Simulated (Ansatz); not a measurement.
For 1T (CdI2-type) GeI2 (model structure), LDA (Ansatz, a quantum-chemistry and plane-wave program, plane waves, PAW) gives:

| Item | Value |
|---|---|
| lattice constant a | 4.147 Å |
| c axis length | 6.649 Å |

Question: What does PBE0-D4 (Ansatz, PAW) give for the same quantities?

Answer: 
- lattice constant a: 4.193 Å (goes up by 1.1 %)
- lattice parameter c: 6.801 Å (goes up by 2.3 %)

Changes are worked out from the printed values.

Unless a cell is named, each level is at its own relaxed cell (LDA 33.00, PBE0-D4 34.51 Å³/atom).

Ansatz's density-functional and Hartree–Fock values are scalar-relativistic unless marked +SOC, with PAW data made under PBE.

A model structure was made by putting elements into a prototype or built by hand; it is no filed structure, need not be a known phase, and can be a saddle point held by its symmetry.
